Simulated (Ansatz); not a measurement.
Base system: Cs in the bcc (W type) structure (space group Im-3m, No. 229; a = 6.007 Å; relaxed with 0.1 eV smearing).

Method: Ansatz (a quantum-chemistry and plane-wave program) PBEsol, no spin-orbit coupling.

Base values:

| Item | Value |
|---|---|
| Pressure | 0.0 GPa |

One thing is altered: every lattice vector is stretched by 3.00 %, atoms relaxed at fixed cell.

Task: What does the calculation give for the pressure and energy relative to the base after the change?

Result: The pressure goes from zero to -0.2 GPa; the energy rises by 5.2 meV/atom.

The cells carry an imposed strain or load. No phonon test of stability was made. The final runs are not spin-polarised.
